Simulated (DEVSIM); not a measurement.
Structure: Ru/SiO2/n-GaAs capacitor, at 300 K.

```csv
layer (left to right),material,thickness (nm),Nd (cm⁻³)
1,SiO2,26.0,-
2,GaAs,4400,2.1e16
```

Metal gate on the left, work function 4.7 eV. Fixed charge at the semiconductor interface 0 cm⁻² (in units of +e); no interface traps.

Constants are typed, rounded textbook-type inputs, not results; the design itself was drawn at random and stands for no fabricated device. Values at 300 K; Nc and Nv go as T^1.5, mobilities as T to minus their exponent, the gap by Varshni's rule with the affinity fixed.

| parameter | SiO2 | GaAs |
|---|---|---|
| gap (eV) | 9 | 1.424 |
| affinity (eV) | 0.9 | 4.07 |
| permittivity | 3.9 | 12.9 |
| Nc (cm⁻³) | - | 4.7e17 |
| Nv (cm⁻³) | - | 9e18 |
| Varshni α (eV/K) | - | 0.000541 |
| Varshni β (K) | - | 204 |

Simulated with DEVSIM: 1D Poisson equation in equilibrium, Boltzmann statistics, complete ionisation; no quantum confinement or tunnelling. Metal contacts follow the ideal Schottky-Mott rule: no Fermi-level pinning, no interface dipoles.

The temperature was swept, all else fixed.

```json
[
 {"temperature (K)": "250", "minimum of the low-frequency capacitance (μF/cm²)": "0.0322", "flat-band voltage (V)": "0.57"},
 {"temperature (K)": "300", "minimum of the low-frequency capacitance (μF/cm²)": "0.0327", "flat-band voltage (V)": "0.55"},
 {"temperature (K)": "350", "minimum of the low-frequency capacitance (μF/cm²)": "0.0346", "flat-band voltage (V)": "0.53"},
 {"temperature (K)": "400", "minimum of the low-frequency capacitance (μF/cm²)": "0.0353", "flat-band voltage (V)": "0.51"},
 {"temperature (K)": "450", "minimum of the low-frequency capacitance (μF/cm²)": "0.0378", "flat-band voltage (V)": "0.49"},
 {"temperature (K)": "500", "minimum of the low-frequency capacitance (μF/cm²)": "0.0389", "flat-band voltage (V)": "0.46"}
]
```

From the first row to the last the minimum of the low-frequency capacitance goes from 0.0322 to 0.0389. From the first row to the last the flat-band voltage goes from 0.57 to 0.46.
